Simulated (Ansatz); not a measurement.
BBi (model structure, started from the wurtzite type, P6₃mc, No. 186, 4 atoms in the cell), treated with PBE-D3(BJ) (PAW; Ansatz, a program for electronic structure).

Run with plane-wave cutoff 500 eV, 12×12×6 k mesh (along the axes of the cell as run), Fermi–Dirac smearing 0.05 eV, scalar-relativistic PAW data made under PBE.

Cell (relaxed at this level):

Space group P6₃mc (No. 186); a = b = 3.846 Å, c = 6.341 Å, α = β = 90.00°, γ = 120.00°

```tsv
atom	site	symmetry	x	y	z
B	2b	3m.	0.3333	0.6667	0.4999
Bi	2b	3m.	0.3333	0.6667	0.1253
```

### Question
What does this level give for the band gap?

### Answer

- band gap = 0.13 eV (under three smearing widths, so not firm)

Note: the relaxation could raise the start's symmetry but not lower it, so the cell can be a saddle point.

Spin–orbit coupling is not included; with these elements it can move the gap by several tenths of an eV or more.

Static lattice: no zero-point or thermal effects.

The result took about 110 core-seconds (a rough figure).

A model structure was made by putting elements into a prototype or built by hand; it is no filed structure, need not be a known phase, and can be a saddle point held by its symmetry.
